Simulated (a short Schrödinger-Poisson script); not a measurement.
Structure: MOS inversion layer, SiO2 on p-type Ge(100), at 300 K.

```tsv
layer	material	thickness (nm)	Na (cm⁻³)
1	SiO2	3.7	-
2	Ge	380	1.2e18
```

The device is made up for the run: typed textbook-type constants, with dimensions and the other settings drawn at random. SiO2: permittivity 3.9, conduction-band edge (eV) 3.1, gap (eV) 9, electron mass (mₑ) 0.5. Ge: permittivity 16, conduction-band edge (eV) 0, gap (eV) 0.664, Nv at 300 K (cm⁻³) 6e18.

Channel valleys (confinement mass, in-plane density-of-states mass, number): L4 0.12, 0.295, 4. At the gate the conduction-band edge of layer 1 lies 3.17 eV − eVg above the Fermi level of the channel; the field vanishes at the back. Gaps are held at their typed values at every temperature. Mesh 0.03 nm at interfaces.

From a short Schrödinger-Poisson script (our own, NumPy): 1D Poisson equation in equilibrium, electrons quantum, Hartree (BenDaniel-Duke, 12 states a valley, the channel's in-plane mass for all, wave functions free to enter the dielectric), parabolic valleys, classical holes, full ionisation, no traps, pinning or gate leakage.

The same stack at other levels of the model or other numerical settings:

```csv
run,sheet density of all electrons at Vg = 2.85 V (cm⁻²),sheet density of all electrons at Vg = 1.05 V (cm⁻²),capacitance at Vg = 2.85 V (μF/cm²),centroid of the channel electrons at Vg = 2.85 V (nm),rough cost against the base
base,1.04e13,1.15e12,0.855,1.88,about 1
"electrons treated as classical, Boltzmann",1.19e13,1.89e12,0.914,0.39,0.03
"electrons treated as classical, Fermi-Dirac",1.13e13,1.79e12,0.875,0.76,0.2
mesh six times as coarse,1.04e13,1.13e12,0.853,1.91,0.2
one subband a valley,1.04e13,1.15e12,0.855,1.88,0.6
```

The classical rows ignore confinement, and Boltzmann statistics overrate the density once the band edge passes the Fermi level.

Only the L valleys are kept; under strong confinement the Δ valleys of Ge fill too.
